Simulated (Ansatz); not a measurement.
A dielectric-response calculation of CsLiBr₂ (P4/nmm, 8 atoms in the cell) with Ansatz (a first-principles code).

Level of theory: LDA (PW92), default PAW files made with PBE (plane waves; Ansatz).

```
CsLiBr2
1.0
    5.20715     0.00000     0.00000
    0.00000     5.20715     0.00000
    0.00000     0.00000     9.97971
Cs Li Br
2 2 4
Direct
  0.00000   0.50000   0.30003
  0.50000   0.00000   0.69997
  0.50000   0.00000   0.08248
  0.00000   0.50000   0.91752
  0.00000   0.50000   0.66592
  0.50000   0.00000   0.33408
  0.00000   0.00000   0.00000
  0.50000   0.50000   0.00000
```

Reference input (self-consistent single point, DFT, LDA (PW92), plane waves, default PAW files made with PBE): basis.ecutwfc = 420 eV; kpoints.mp_grid.grid = 5 5 3; hamiltonian.xc = lda; hamiltonian.pseudopotentials = {kind: paw} (the program's default PAW files); scf.occupations.method = fermi_dirac; scf.occupations.width = 0.05 eV. This run's input differs from it in these lines:

Ansatz 0.2 input:
```diff
@@ -18,3 +18,3 @@
 kpoints:
-  mp_grid: { grid: [5, 5, 3] }
+  mp_grid: { grid: [6, 6, 4], shift: [0.5, 0.5, 0.5] }
 hamiltonian:
@@ -23,7 +23,5 @@
 scf:
-  occupations: { method: fermi_dirac, width: 0.05 }
-output:
-  forces: true
-  eigenvalues: true
-  stress: true
+  occupations: { method: fixed }
+dielectric:
+  field_mesh: kpoints
```

Output, abridged:

```
SCF iter   1: F=—  HF=-22201.905724 eV  |F-HF|=—  |Δ(HF+E_count)|=         —  Δρ=3.88e-3  dr2=2.55e-2  ethr=1.77e-3  ⟨swp⟩=6.1  Hψ=4876  notcnv=0  defer=195
all-band conjugate gradients solve this SCF's bands
preconditioner: auto → Resta (q_TF=auto, 2.073 Å⁻¹)
SCF iter   2: F=—  HF=-22201.892773 eV  |F-HF|=—  |Δ(HF+E_count)|=   1.30e-2  Δρ=2.06e-3  dr2=8.53e-3  ethr=4.89e-5  ⟨swp⟩=3.2  Hψ=2584  notcnv=0  defer=216
   [... lines left out ...]
SCF iter   6: F=—  HF=-22201.889956 eV  |F-HF|=—  |Δ(HF+E_count)|=   8.98e-5  Δρ=4.26e-6  dr2=8.49e-8  ethr=3.27e-9  ⟨swp⟩=2.0  Hψ=2056  notcnv=0  defer=197
SCF iter   7: F=—  HF=-22201.889956 eV  |F-HF|=—  |Δ(HF+E_count)|=   3.13e-8  Δρ=1.21e-6  dr2=9.69e-9  ethr=1.63e-10  ⟨swp⟩=2.0  Hψ=1857  notcnv=0  defer=197
SCF iter   8: F=—  HF=-22201.889956 eV  |F-HF|=—  |Δ(HF+E_count)|=   1.96e-9  Δρ=3.16e-7  dr2=3.58e-10  ethr=1.86e-11  ⟨swp⟩=2.0  Hψ=1762  notcnv=0  defer=197
SCF iter   9: F=-22201.889956 eV  HF=-22201.889956 eV  |F-HF|=1.09e-11  |Δ(HF+E_count)|=  3.17e-10  Δρ=6.60e-8  dr2=2.55e-11  ethr=1.00e-12  ⟨swp⟩=16.1  Hψ=7600  notcnv=0
SCF 1 converged in 9 iterations: F = -22201.889956 eV  dr2 = 2.55e-11
DFPT response loops at Γ: preconditioner auto → Resta (q_TF=auto, 2.073 Å⁻¹)  ε∞=3.8 (no band partly filled) …
Free energy (F): -22201.889956 eV
Internal energy: -22201.889956 eV  (E = F + TS)
E sigma→0 (E₀):  -22201.889956 eV
Fermi energy:    1.599164 eV
--- Dielectric response (ions clamped): 2 representative field directions + reference, on 36 of 144 k-points (Σ response iterations 17) ---
  k mesh reduced under 2 symmetry operations, with k and −k counted as one. Each operation leaves every solved perturbation unchanged …
   [... lines left out ...]
         0.00000   -1.36585    0.00000
         0.00000    0.00000   -0.90883
    site 7:
        -1.36585    0.00000    0.00000
         0.00000   -1.36585    0.00000
         0.00000    0.00000   -0.90883
  Z* charge neutrality: 2.209e-5 e pre-enforcement
  k-mesh period / interband length: 31.2 Å / 1.35 Å = 23.14 at k = (0.0833, 0.0833, 0.1250), direct gap 4.423 eV — 14 or more, which is no proof of convergence
```

The run converged in 9 iterations. 

Summary of the result:
- Free energy E − TS (on the zero of these files): -22201.8900 eV
- Top of the valence band (on the code's own zero): 1.60 eV
- Gap on the k-point mesh: 4.19 eV
- ε∞ at this k-point mesh, which may be far from converged in small-gap cells (xx, yy, zz): 2.97, 2.97, 2.86
- Born charges at this mesh (mean of the diagonal, e): Cs 1.29, Cs 1.29, Li 1.12, Li 1.12, Br -1.20, Br -1.20, Br -1.21, Br -1.21

The starting cell comes from a database of computed structures (which also holds hypothetical and non-ambient phases and stackings), without a prior relaxation at this level. Its lattice was rescaled by up to half a per cent. The shifted mesh does not hold Γ, so a gap read on it misses any band edge there.

Cost on one core of a shared machine: roughly 3 min.
